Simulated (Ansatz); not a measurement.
## CdTe, pressure series

Base system: CdTe in the zinc blende structure (space group F-43m, No. 216).

```
CdTe
1.0
    0.00000     3.30902     3.30902
    3.30902     0.00000     3.30902
    3.30902     3.30902     0.00000
Te Cd
1 1
Direct
  0.75000   0.75000   0.75000
  0.00000   0.00000   0.00000
```

Cell and atoms are relaxed at each pressure.

Method: plane-wave PAW DFT at the PBE level (Ansatz, a program for electronic structure, 420 eV), spin-orbit coupling left out.

```tsv
pressure (GPa)	volume per atom (Å³/atom)
-2	38.747
-1	37.379
0	36.233
0.3	35.935
0.7	?
1.5	34.865
3	33.723
7.5	31.199
10	30.151
```

Q: Fit the third-order Birch–Murnaghan form P(V) = (3B₀/2)[(V₀/V)^(7/3) − (V₀/V)^(5/3)]·[1 + (3/4)(B₀′ − 4)((V₀/V)^(2/3) − 1)] (squares taken in P) to the rows shown and predict the withheld row.

A: Least squares on the printed values gives V₀ = 36.243 Å³/atom, B₀ = 35.1 GPa, B₀′ = 4.7; this predicts 35.558 Å³/atom, and the run gives 35.555 Å³/atom, 0.003 lower.

Measured bulk modulus of CdTe: 43.7 GPa (room temperature; as listed in Elmahjoubi et al., arXiv (2023)); the computed value is for a static lattice, so the two differ by thermal effects too.

Load acts through the strain it causes; cell and atoms are relaxed under it. No phonon test of stability was made. Measured, CdTe leaves this structure (for cinnabar) near 3.53 GPa (temperature not stated; as listed in Datta, Sujoy, Jana, Debnarayan, arXiv (2020)), on rising pressure, with hysteresis.
